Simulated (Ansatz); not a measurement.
Start from HfO₂ in the fluorite structure (space group Fm-3m, No. 225).

```
CELL_PARAMETERS angstrom
      0.00000     2.54906     2.54906
      2.54906     0.00000     2.54906
      2.54906     2.54906     0.00000
ATOMIC_POSITIONS crystal
  Hf 0.00000 0.00000 0.00000
  O  0.25000 0.25000 0.25000
  O  0.75000 0.75000 0.75000
```

Level of theory: PBE in Ansatz (plane waves to 420 eV, PAW, no spin-orbit coupling), earlier PAW set.

Base values:

- Lattice parameter a: 5.098 Å
- Band gap: 3.75 eV

Now apply this change: a hydrostatic pressure of 50 GPa.

Q: How does this affect the lattice parameter a and band gap?

A: The lattice parameter a decreases by 0.246 Å to 4.852 Å; the band gap rises by 0.347 eV to 4.09 eV.

With Hf present, leaving out spin-orbit coupling can change the band edges. Load acts through the strain it causes; cell and atoms are relaxed under it. Whether these cells are dynamically stable was not tested. No other phases were tried under pressure. This is not the structure that HfO2 has at room temperature and ambient pressure.

Ansatz is a program for electronic structure.
